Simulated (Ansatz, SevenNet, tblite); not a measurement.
# Equilibrium lattice constant a of cubic perovskite KZnF₃: levels of theory against measurement

Reference value: 4.055 Å (measured, room temperature, no zero-point or thermal correction; as tabulated in Dubrovin et al. (2021), arXiv:2110.13026).

What do GFN2-xTB, SevenNet-l3i5, PBE, r²SCAN-D4, Hartree–Fock give, and how far is each from the reference?


```json
[
 {"level (code)": "GFN2-xTB (tblite)", "value (Å)": "4.374", "difference (%)": "+7.87"},
 {"level (code)": "SevenNet-l3i5", "value (Å)": "4.127", "difference (%)": "+1.78"},
 {"level (code)": "PBE (Ansatz)", "value (Å)": "4.128", "difference (%)": "+1.80"},
 {"level (code)": "r²SCAN-D4 (Ansatz)", "value (Å)": "4.038", "difference (%)": "-0.42"},
 {"level (code)": "Hartree–Fock (Ansatz)", "value (Å)": "4.096", "difference (%)": "+1.01"}
]
```

The reference is not for a static lattice or low temperature, so close values are not ranked against it. Off by more than 1.25 %, or 1.75 % on the side where a correction would as a rule narrow the miss (bounds picked here): GFN2-xTB (+7.87 %), PBE (+1.80 %), SevenNet-l3i5 (+1.78 %).

The reference isn't brought to a static lattice, while the calculations are for one, so the differences are not the levels' errors alone. A static lattice is as a rule a little smaller than the measured one.  GFN2-xTB: the cell moved over 20 % in volume from its start. GFN2-xTB: the method was fitted mainly to molecules. GFN2-xTB: the run uses a supercell at the zone centre in place of a k mesh. Cutoffs and k meshes differ between the levels. Ansatz's density-functional and Hartree–Fock values are scalar-relativistic unless marked +SOC, with PAW data made under PBE.

Machine-learned potentials (SevenNet-l3i5) are trained on DFT data: a solid inside that data is no test of them.

Differences are worked out from the printed values.

Ansatz is a program for electronic structure.
